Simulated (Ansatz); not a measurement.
For Y₂Si (model structure, started from the Ca2N type, R-3m, No. 166, 3 atoms in the cell), LDA in Ansatz (PAW) gives:

| Property | Value |
|---|---|
| lattice constant a | 4.013 Å |
| lattice parameter c | 17.825 Å |
| bulk modulus | 43.9 GPa |
| cohesive energy | 5.39 eV/atom |

Problem. What does r²SCAN (plane waves, PAW; Ansatz, a program for electronic structure) give for the same quantities?

Solution. 
- lattice constant a: 4.122 Å (grows by 2.7 %)
- lattice parameter c: 18.476 Å (grows by 3.7 %)
- bulk modulus: 39.8 GPa (falls by 9.3 %)
- cohesive energy: 4.71 eV/atom (decreases by 0.68 eV/atom)

Changes are worked out from the printed values.

Unless a cell is named, each level is at its own relaxed cell (LDA 27.63, r²SCAN 30.20 Å³/atom).

The crystal itself was run without spin with LDA, r²SCAN; a magnetic state was not tried in these runs.

Caveats: the bulk modulus is −V dP/dV from two relaxed cells at ±2 % in volume (LDA, r²SCAN). Ansatz's density-functional and Hartree–Fock values are scalar-relativistic unless marked +SOC, with PAW data made under PBE.

A model structure was made by putting elements into a prototype or built by hand; it is no filed structure, need not be a known phase, and can be a saddle point held by its symmetry.
